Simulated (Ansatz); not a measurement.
CsCl-type CuZn, relaxed in Ansatz (plane waves) with several semilocal functionals. Each gives its own volume and its own elastic constant C11:

```csv
level,V0 (Å³/atom),elastic constant C11 (GPa),ln V0,ln C11
LDA,11.821,165.7,2.4699,5.1102
r²SCAN+rVV10,12.276,154.2,2.5076,5.0383
PBEsol,12.304,148.4,2.5099,4.9999
r²SCAN,12.442,147.4,2.5211,4.9931
RPBE,13.518,110.6,2.6040,4.7059
BLYP,13.891,97.27,2.6312,4.5775
```

Task: Fit a straight line to ln C11 against ln V0. What does it predict for PBE, whose volume is 13.021 Å³/atom?

Result: With x = ln V0 and y = ln C11: means 2.54062 and 4.90415; Σ(Δx Δy) = -0.06583, Σ(Δx²) = 0.01964, so the slope is -3.35. At x = 2.5666 the line gives y = 4.90415 + (-3.35) × (2.5666 − 2.54062) = 4.8171, or 123.6 GPa. The run with PBE gives 125.0 GPa, +1.1 % from the line. The rows used scatter about it by up to 3.0 %, while the largest value lies 70 % above the smallest.

Ansatz's density-functional and Hartree–Fock values are scalar-relativistic unless marked +SOC, with PAW data made under PBE.

Ansatz is a first-principles code.
